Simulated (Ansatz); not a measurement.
## MnP-type NiSi (1 0 0) on silicon (0 0 1), Sb on 3 of 6 substrate sites at each interface (film strained to the substrate, faces as cut)

A periodic stack without vacuum, MnP-type NiSi (1 0 0) on silicon (0 0 1), Sb on 3 of 6 substrate sites at each interface (film strained to the substrate, faces as cut): substrate slab Si66Sb6, film Ni40Si30, surface cells [[0, -1], [6, 2]] and [[0, -1], [5, -1]], film strained by -2.6 and -2.4 %, faces Si/Si and Ni/Ni as cut (like faces can put a slab off its formula).

The start was prepared with a machine-learned potential, and the result is one local minimum, with the in-plane cell held and forces under 0.04 eV/Å; the film can end far from its bulk form.

All values below come from PBE (plane waves to 420 eV, PAW; Ansatz, a quantum-chemistry and plane-wave program). Spin–orbit coupling is left out; the runs are not spin-polarised. Its k-point mesh 5×2×1, Fermi–Dirac width 0.05 eV.

| Property | Result |
|---|---|
| interface area | 89.8 Å² |
| period | 26.66 Å |
| gaps between the outermost planes at the two interfaces | 0.82 and 1.31 Å |
| Ni–Si contacts across the interfaces within 1.22 times the sum of covalent radii | 18, mean 2.35 Å |
| Ni–Sb contacts across the interfaces within 1.22 times the sum of covalent radii | 17, mean 2.66 Å |
| Sb–Si contacts across the interfaces within 1.22 times the sum of covalent radii | 4, mean 2.84 Å |
| Si–Si contacts across the interfaces within 1.22 times the sum of covalent radii | 2, mean 2.54 Å |
| hole barrier (PBE) | 0.43 eV |
| electron barrier (PBE) | 0.18 eV |

```yaml
crystal:
  lattice:
    - [5.46960, -0.00010, -0.08831]
    - [5.46874, 16.40968, -0.17599]
    - [-0.90756, 2.13405, 26.66588]
  atoms:
    - { symbol: Si, position: [0.97300, 0.96691, 0.07635] }
    - { symbol: Si, position: [0.33157, 0.14830, 0.08905] }
    - { symbol: Si, position: [0.64663, 0.32835, 0.07618] }
    - { symbol: Si, position: [0.96489, 0.48189, 0.08340] }
    - { symbol: Si, position: [0.31721, 0.65530, 0.08803] }
    - { symbol: Si, position: [0.66153, 0.81863, 0.07766] }
    - { symbol: Sb, position: [0.09515, 0.08117, 0.02961] }
    - { symbol: Sb, position: [0.46590, 0.23582, 0.02107] }
    - { symbol: Si, position: [0.71561, 0.43720, 0.02511] }
    - { symbol: Sb, position: [0.07101, 0.59132, 0.02639] }
    - { symbol: Si, position: [0.47130, 0.73677, 0.03425] }
    - { symbol: Si, position: [0.90973, 0.86840, 0.01884] }
    - { symbol: Si, position: [0.51807, 0.96994, 0.18500] }
    - { symbol: Si, position: [0.85550, 0.13764, 0.18089] }
    - { symbol: Si, position: [0.18432, 0.30621, 0.18402] }
    - { symbol: Si, position: [0.51427, 0.47141, 0.18491] }
    - { symbol: Si, position: [0.85069, 0.64022, 0.18571] }
    - { symbol: Si, position: [0.19168, 0.80777, 0.18441] }
    - { symbol: Si, position: [0.68480, 0.05100, 0.13269] }
    - { symbol: Si, position: [0.99116, 0.23402, 0.13094] }
    - { symbol: Si, position: [0.33300, 0.39456, 0.13179] }
    - { symbol: Si, position: [0.66528, 0.56129, 0.13590] }
    - { symbol: Si, position: [0.99537, 0.73228, 0.13551] }
    - { symbol: Si, position: [0.34397, 0.89467, 0.12997] }
    - { symbol: Si, position: [0.05682, 0.96043, 0.28643] }
    - { symbol: Si, position: [0.39039, 0.12593, 0.28635] }
    - { symbol: Si, position: [0.72314, 0.29169, 0.28544] }
    - { symbol: Si, position: [0.05482, 0.46004, 0.28658] }
    - { symbol: Si, position: [0.38903, 0.62731, 0.28779] }
    - { symbol: Si, position: [0.72639, 0.79285, 0.28789] }
    - { symbol: Si, position: [0.20392, 0.05017, 0.23465] }
    - { symbol: Si, position: [0.53869, 0.21381, 0.23361] }
    - { symbol: Si, position: [0.86980, 0.38266, 0.23542] }
    - { symbol: Si, position: [0.20369, 0.55009, 0.23630] }
    - { symbol: Si, position: [0.53671, 0.71692, 0.23668] }
    - { symbol: Si, position: [0.87375, 0.88230, 0.23606] }
    - { symbol: Si, position: [0.59895, 0.94634, 0.38930] }
    - { symbol: Si, position: [0.92449, 0.11357, 0.38843] }
    - { symbol: Si, position: [0.25934, 0.28099, 0.38832] }
    - { symbol: Si, position: [0.59404, 0.44804, 0.38815] }
    - { symbol: Si, position: [0.92840, 0.61359, 0.39019] }
    - { symbol: Si, position: [0.26185, 0.78083, 0.39157] }
    - { symbol: Si, position: [0.74284, 0.03609, 0.33750] }
    - { symbol: Si, position: [0.07371, 0.20340, 0.33737] }
    - { symbol: Si, position: [0.40919, 0.36992, 0.33698] }
    - { symbol: Si, position: [0.74430, 0.53746, 0.33798] }
    - { symbol: Si, position: [0.07581, 0.70389, 0.33976] }
    - { symbol: Si, position: [0.40749, 0.87022, 0.33862] }
    - { symbol: Si, position: [0.13689, 0.93732, 0.49100] }
    - { symbol: Si, position: [0.44935, 0.10333, 0.49176] }
    - { symbol: Si, position: [0.79878, 0.26763, 0.48938] }
    - { symbol: Si, position: [0.13616, 0.43613, 0.48984] }
    - { symbol: Si, position: [0.46359, 0.60168, 0.49509] }
    - { symbol: Si, position: [0.80321, 0.76321, 0.49520] }
    - { symbol: Si, position: [0.28114, 0.02488, 0.43870] }
    - { symbol: Si, position: [0.60893, 0.19045, 0.43968] }
    - { symbol: Si, position: [0.94537, 0.35899, 0.43925] }
    - { symbol: Si, position: [0.28673, 0.52565, 0.44048] }
    - { symbol: Si, position: [0.61575, 0.68908, 0.44224] }
    - { symbol: Si, position: [0.94133, 0.85694, 0.44339] }
    - { symbol: Sb, position: [0.74621, 0.90601, 0.59378] }
    - { symbol: Sb, position: [0.89172, 0.11698, 0.60906] }
    - { symbol: Si, position: [0.31929, 0.26131, 0.59565] }
    - { symbol: Sb, position: [0.71432, 0.40843, 0.59989] }
    - { symbol: Si, position: [0.00650, 0.58358, 0.60106] }
    - { symbol: Si, position: [0.33220, 0.76261, 0.60433] }
    - { symbol: Si, position: [0.82117, 0.02071, 0.53955] }
    - { symbol: Si, position: [0.14344, 0.18339, 0.54450] }
    - { symbol: Si, position: [0.47562, 0.33974, 0.53922] }
    - { symbol: Si, position: [0.83743, 0.51482, 0.54235] }
    - { symbol: Si, position: [0.15799, 0.67774, 0.54942] }
    - { symbol: Si, position: [0.46570, 0.83864, 0.54249] }
    - { symbol: Ni, position: [0.22668, 0.09623, 0.76092] }
    - { symbol: Ni, position: [0.02450, 0.29912, 0.75801] }
    - { symbol: Ni, position: [0.81626, 0.51164, 0.76488] }
    - { symbol: Ni, position: [0.63945, 0.68998, 0.75722] }
    - { symbol: Ni, position: [0.44666, 0.88727, 0.76209] }
    - { symbol: Ni, position: [0.31960, 0.10131, 0.66309] }
    - { symbol: Ni, position: [0.09997, 0.31803, 0.66190] }
    - { symbol: Ni, position: [0.91034, 0.52223, 0.67135] }
    - { symbol: Ni, position: [0.70720, 0.68259, 0.65552] }
    - { symbol: Ni, position: [0.52564, 0.90834, 0.67136] }
    - { symbol: Ni, position: [0.80909, 0.99906, 0.67159] }
    - { symbol: Ni, position: [0.57558, 0.21147, 0.66627] }
    - { symbol: Ni, position: [0.39669, 0.50290, 0.65545] }
    - { symbol: Ni, position: [0.18912, 0.66513, 0.63988] }
    - { symbol: Ni, position: [0.02074, 0.81400, 0.66485] }
    - { symbol: Ni, position: [0.96351, 0.99342, 0.76649] }
    - { symbol: Ni, position: [0.75854, 0.19607, 0.76105] }
    - { symbol: Ni, position: [0.55733, 0.39797, 0.76540] }
    - { symbol: Ni, position: [0.34209, 0.60929, 0.77187] }
    - { symbol: Ni, position: [0.17975, 0.78342, 0.76338] }
    - { symbol: Si, position: [0.61616, 0.09793, 0.72525] }
    - { symbol: Si, position: [0.41130, 0.30568, 0.72478] }
    - { symbol: Si, position: [0.22254, 0.50868, 0.73230] }
    - { symbol: Si, position: [0.00510, 0.69981, 0.71696] }
    - { symbol: Si, position: [0.83911, 0.89207, 0.73137] }
    - { symbol: Si, position: [0.20543, 0.00152, 0.70126] }
    - { symbol: Si, position: [0.00521, 0.20620, 0.69469] }
    - { symbol: Si, position: [0.79956, 0.41673, 0.70332] }
    - { symbol: Si, position: [0.52883, 0.59916, 0.69739] }
    - { symbol: Si, position: [0.44028, 0.79397, 0.69493] }
    - { symbol: Ni, position: [0.28781, 0.06964, 0.94876] }
    - { symbol: Ni, position: [0.10156, 0.28548, 0.95253] }
    - { symbol: Ni, position: [0.90926, 0.46215, 0.95485] }
    - { symbol: Ni, position: [0.69418, 0.68421, 0.96691] }
    - { symbol: Ni, position: [0.51915, 0.87015, 0.96972] }
    - { symbol: Ni, position: [0.39323, 0.08212, 0.85931] }
    - { symbol: Ni, position: [0.19129, 0.28724, 0.85481] }
    - { symbol: Ni, position: [0.98638, 0.49203, 0.86047] }
    - { symbol: Ni, position: [0.80711, 0.68711, 0.87198] }
    - { symbol: Ni, position: [0.60482, 0.87941, 0.85648] }
    - { symbol: Ni, position: [0.86895, 0.98285, 0.86350] }
    - { symbol: Ni, position: [0.66869, 0.18038, 0.86359] }
    - { symbol: Ni, position: [0.46261, 0.38727, 0.86072] }
    - { symbol: Ni, position: [0.27232, 0.59109, 0.87180] }
    - { symbol: Ni, position: [0.07703, 0.78197, 0.86905] }
    - { symbol: Ni, position: [0.03016, 0.96606, 0.96485] }
    - { symbol: Ni, position: [0.81825, 0.17592, 0.96021] }
    - { symbol: Ni, position: [0.62759, 0.37068, 0.95768] }
    - { symbol: Ni, position: [0.44504, 0.55050, 0.96949] }
    - { symbol: Ni, position: [0.20720, 0.78837, 0.96643] }
    - { symbol: Si, position: [0.68291, 0.07373, 0.92832] }
    - { symbol: Si, position: [0.48624, 0.27873, 0.91947] }
    - { symbol: Si, position: [0.27825, 0.47137, 0.92583] }
    - { symbol: Si, position: [0.11746, 0.67758, 0.93799] }
    - { symbol: Si, position: [0.85340, 0.88212, 0.92551] }
    - { symbol: Si, position: [0.98629, 0.08795, 0.82642] }
    - { symbol: Si, position: [0.78110, 0.28611, 0.82422] }
    - { symbol: Si, position: [0.57181, 0.49722, 0.82903] }
    - { symbol: Si, position: [0.41580, 0.69188, 0.83212] }
    - { symbol: Si, position: [0.18912, 0.88337, 0.82626] }
    - { symbol: Si, position: [0.29269, 0.96743, 0.90031] }
    - { symbol: Si, position: [0.07981, 0.18516, 0.89813] }
    - { symbol: Si, position: [0.87079, 0.38193, 0.89264] }
    - { symbol: Si, position: [0.68644, 0.58295, 0.90930] }
    - { symbol: Si, position: [0.47644, 0.78580, 0.90448] }
    - { symbol: Si, position: [0.57199, 0.99061, 0.79726] }
    - { symbol: Si, position: [0.37573, 0.19208, 0.79611] }
    - { symbol: Si, position: [0.15926, 0.39961, 0.79608] }
    - { symbol: Si, position: [0.97695, 0.60172, 0.80492] }
    - { symbol: Si, position: [0.79783, 0.77977, 0.80003] }
```
